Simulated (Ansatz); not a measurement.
C (space group I4/mmm, No. 139; a model cell, its experimental status unchecked)

```xyz
4
Lattice="-2.1782 2.1782 1.2495 2.1782 -2.1782 1.2495 2.1782 2.1782 -1.2495" Properties=species:S:1:pos:R:3 pbc="T T T"
C      0.7855     0.7855     0.0000
C      1.3927    -1.3927     1.2495
C     -1.3927     1.3927     1.2495
C      1.3927     1.3927     1.2495
```

Method: Ansatz (a program for electronic structure) PBEsol, no spin-orbit coupling. Γ-centred 15×15×15 mesh, Fermi–Dirac width 0.05 eV.

The volume per atom is 5.93 Å³. The density is 3.36 g/cm³ and the band gap is 2.27 eV, indirect, M → Γ–Z (41 % along). The electron mass comes out as 0.50 mₑ along k, 0.35 mₑ across. The total energy is -246.457 eV/atom (σ→0; compares only within this code and set-up).

Effective masses come from finite differences of ±0.01 Å⁻¹. Along k means along the line from Γ to the band edge. Whether these cells are dynamically stable was not tested. This is not the structure that C has at room temperature and ambient pressure.
